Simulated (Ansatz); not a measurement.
# WSi2: pressure series

The parent structure is WSi$_{2}$ (space group I4/mmm, No. 139; a = 3.229 Å, c = 7.868 Å).

Cell and atoms are relaxed at each pressure.

Level of theory: plane-wave PAW DFT at the PBE level (Ansatz, a quantum-chemistry and plane-wave program, 420 eV), spin-orbit coupling left out, earlier PAW set.

Candidates:
(a) pressure 15 GPa
(b) pressure 75 GPa
(c) pressure −2 GPa
(d) pressure 7 GPa

Base values:

The c/a ratio is 2.436.

Question: Order them by c/a ratio, lowest first.

Answer: (c) pressure −2 GPa (2.435), (d) pressure 7 GPa (2.442), (a) pressure 15 GPa (2.447), (b) pressure 75 GPa (2.481)

Load acts through the strain it causes; cell and atoms are relaxed under it. Stability against distortions was not tested. Competing high-pressure phases were not computed. All final runs are without spin polarisation.
